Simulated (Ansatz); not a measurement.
System: cubic perovskite KMgF3. Method: PBEsol in Ansatz (PAW).

Numerical settings: plane-wave cutoff 520 eV, 8×8×8 k mesh, Fermi–Dirac smearing 0.01 eV, scalar-relativistic PAW data made under PBE.

The volume scan:

```
V (Å³/atom)  E − E_lowest (meV/atom)
-----------  -----------------------
11.955                         11.56
12.209                          4.94
12.464                          1.19
12.718                          0.00
12.973                          1.11
13.227                          4.27
13.481                          9.27
```

Question: What bulk modulus B0 and pressure derivative B′ does a third-order Birch–Murnaghan fit give?

Answer: V0 = 12.718 Å³/atom, B0 = 72.2 GPa, B′ = 4.5 (fit to the energies at full precision).

Measured, for comparison: bulk modulus 75.1 GPa (room temperature, no zero-point or thermal correction, our sources range from 71.2 to 75.1; as tabulated in Vaitheeswaran et al. (2007), arXiv:cond-mat/0703621); equilibrium volume per atom 12.70 Å³/atom (room temperature, no zero-point or thermal correction; as tabulated in Vaitheeswaran et al. (2007), arXiv:cond-mat/0703621). Computed (rounded) less measured: bulk modulus -4 % (inside the range of the sources held), equilibrium volume per atom +0.2 %.

Static lattice: no zero-point or thermal effects.

Ansatz is a first-principles code.
